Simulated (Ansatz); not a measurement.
O interstitial started as a split pair with O (beta Ga2O3 host)

Method: PBE, PAW (plane waves to 420 eV; Ansatz, a quantum-chemistry and plane-wave program). The supercell holds 120 host sites (1×3×2 repeats of a cell of 20 atoms), with a 2×2×2 shifted k-point sampling for the final energies. Site at the start: split with O(1). Energies of charged states are corrected for periodic images (point charge plus alignment at distant sites). Dielectric constants: PBE linear response of the host. Host gap at this level: 2.01 eV. These values are not converged in cell size to better than tenths of an eV. The semilocal functional narrows the gap, so deep levels can fall outside it. Spin–orbit coupling is left out. Each state is the lowest found from its start.

Formation energies E_f are given with the Fermi level at the valence-band maximum. Chemical conditions: Ga-rich (Δμ(O) = -3.04 eV; only phases computed here count, gases as isolated molecules at 0 K); O-rich (Δμ(O) = 0.00 eV; only phases computed here count, gases as isolated molecules at 0 K). Reference phases: O: O2 molecule in a box.

The name describes the start; the neighbours show where the atoms ended.

Charges with a result: +1, 0, −1, −2. Others weren't obtained, and one of them could lie lower, also by skipping a charge.

```
charge         moment (μB)  point group  largest move off a lattice site (Å)  neighbours of the last O atom of the defect at the end (Å)  image correction with alignment (eV)  E_f, Ga-rich (eV)  E_f, O-rich (eV)  above the lowest spin state (eV)
------  ------------------  -----------  -----------------------------------  ----------------------------------------------------------  ------------------------------------  -----------------  ----------------  --------------------------------
+1                     1.0           C1                                 0.43                                    O 1.38, Ga 1.93, Ga 1.96                                  0.21               5.43              2.40                              0.00
0                      0.0           C1                                 0.38   O 1.48, Ga 1.86, Ga 1.92, O 2.51, O 2.63, O 2.67, Ga 2.68                                  0.00               5.83              2.80                              0.00
0       not spin-polarised           C1                                 0.38   O 1.48, Ga 1.86, Ga 1.92, O 2.51, O 2.63, O 2.67, Ga 2.68                                  0.00               5.83              2.80                              0.00
−1*               quenched           C1                                 0.40                            O 1.48, Ga 1.86, Ga 1.93, O 2.50                                     –                  –                 –                              0.00
−2*     not spin-polarised           C1                                 0.40                            O 1.48, Ga 1.86, Ga 1.93, O 2.50                                     –                  –                 –                              0.00
```

* At this level the carrier isn't localised at the defect: at charge −1 electrons occupy the conduction band; at charge −2 electrons occupy the conduction band. Such a state is shallow or no state of the defect, and this cell gives it no level.

Point groups are those of the whole cell at tolerances of 0.03 and 0.1 Å ("near" where only the looser one holds); none is given for unsettled states.

Starting moments that weren't kept: charge 0 began with 2 μB and ended with 0.0; charge −1 began with 1 μB and ended with 0.0.

Not the lowest form: the same atoms on another site or from another start ended lower, by 0.53 eV at charge +1; by 0.58 eV at charge 0. The levels below are those of this configuration alone.

Transition levels above the valence-band maximum: ε(+1/0) = 0.40 eV.

Flagged in the runs: a doubtful potential alignment, a host whose relaxation on this sampling wasn't shown to rest.
